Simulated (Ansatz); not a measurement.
Surface energy of faces of hcp Ru in PBE and in LDA, in Ansatz (plane waves, PAW). Symmetric slabs relaxed with PBE from ideal cuts in 1x1 cells (the lowest computed cut and spin start of each face; real faces may reconstruct in larger cells); LDA values are single points on them, with the bulk at the same level. No spin-orbit coupling, no U.

```json
[
 {"face": "(0001)", "PBE (J/m²)": "2.62", "LDA (J/m²)": "3.18"},
 {"face": "(10-10)", "PBE (J/m²)": "2.95", "LDA (J/m²)": "3.53"},
 {"face": "(10-11)", "PBE (J/m²)": "2.92", "LDA (J/m²)": "3.50"},
 {"face": "(10-12)", "PBE (J/m²)": "3.07", "LDA (J/m²)": "3.72"},
 {"face": "(10-13)", "PBE (J/m²)": "3.06", "LDA (J/m²)": "3.69"},
 {"face": "(11-20)", "PBE (J/m²)": "3.40", "LDA (J/m²)": "4.06"},
 {"face": "(11-21)", "PBE (J/m²)": "3.32", "LDA (J/m²)": "3.99"},
 {"face": "(11-22)", "PBE (J/m²)": "3.18", "LDA (J/m²)": "3.81"},
 {"face": "(20-21)", "PBE (J/m²)": "3.02", "LDA (J/m²)": "?"}
]
```

Problem. Fit a straight line y = a·x + b by least squares to the 8 complete rows (x: PBE (J/m²); y: LDA (J/m²)).

Solution. the means are x̄ = 3.0650 and ȳ = 3.6850; Σ(x − x̄)² = 0.42280 and Σ(x − x̄)(y − ȳ) = 0.48730, so a = 1.153 and b = ȳ − a·x̄ = 0.152. The largest residual is 0.029.

Problem. What does the line predict for the withheld row, (20-21), and what did the calculation give?

Solution. the line gives 3.63; the calculation gave 3.62, a miss of -0.01, of the size of the fitted rows' scatter and rounding.

Ansatz is a quantum-chemistry and plane-wave program.
